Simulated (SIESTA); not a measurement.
Variants of one calculation on YB2Pd7 (Fm-3m, 10 atoms in the cell)

```yaml
crystal:
  lattice:
    - [0.00000, 4.23853, 4.23853]
    - [4.23853, 0.00000, 4.23853]
    - [4.23853, 4.23853, 0.00000]
  atoms:
    - { symbol: Y, position: [0.00000, 0.00000, 0.00000] }
    - { symbol: B, position: [0.75000, 0.75000, 0.75000] }
    - { symbol: B, position: [0.25000, 0.25000, 0.25000] }
    - { symbol: Pd, position: [0.50000, 0.00000, 0.50000] }
    - { symbol: Pd, position: [0.00000, 0.50000, 0.50000] }
    - { symbol: Pd, position: [0.00000, 0.50000, 0.00000] }
    - { symbol: Pd, position: [0.50000, 0.00000, 0.00000] }
    - { symbol: Pd, position: [0.50000, 0.50000, 0.00000] }
    - { symbol: Pd, position: [0.00000, 0.00000, 0.50000] }
    - { symbol: Pd, position: [0.50000, 0.50000, 0.50000] }
```

Base run A: LDA PW92, numerical atomic orbitals TZP, PseudoDojo LDA standard norm-conserving potentials (rewritten from UPF to PSML) run with SIESTA, self-consistent single point.

Its settings: XC.functional = LDA; XC.authors = PW92; potentials = PseudoDojo LDA standard; PAO.BasisSize = TZP; PAO.EnergyShift = 0.01 Ry; MeshCutoff = 350 Ry; kgrid.MonkhorstPack = 4 4 4; OccupationFunction = FD; ElectronicTemperature = 0.05 eV; MaxSCFIterations = 150; SCF.Mixer.Method = Pulay; SCF.Mixer.Weight = 0.1; SCF.Mixer.History = 8; SCF.DM.Tolerance = 1.0E-05.

The starting cell comes from a database of computed structures (which also holds hypothetical and non-ambient phases and stackings), without a prior relaxation at this level. Spin polarisation is off. Values carry the incompleteness of an atom-centred basis. In the base run, with a pressure of about -13 GPa the cell is away from its equilibrium volume at this level.

ΔF is the free energy per atom less that of run A. 

Runs:
- B: lattice scaled by 1.015
- C: kgrid.MonkhorstPack: 4 4 4 → 4 4 4 shifted by 0.0 0.0 0.5
- D: OccupationFunction: FD → MP; ElectronicTemperature: 0.05 eV → 0.3 eV; OccupationMPOrder: default → 0
- E: PAO.Polarization.NonPerturbative: default → true

```csv
run,ΔF (meV/atom),pressure (GPa),largest force (eV/Å),k-points
A,0.00,-13.45,0.000,44
B,69.9,-18.40,0.000,44
C,-4.2,-13.65,0.042,32
D,-13.4,-13.39,0.000,44
E,11.2,-13.09,0.000,44
```

Run E against A: The free energy goes up by 11.2 meV/atom and the pressure goes from -13.45 to -13.09 GPa.

Run B against A: The free energy rises by 69.9 meV/atom and the pressure goes from -13.45 to -18.40 GPa.
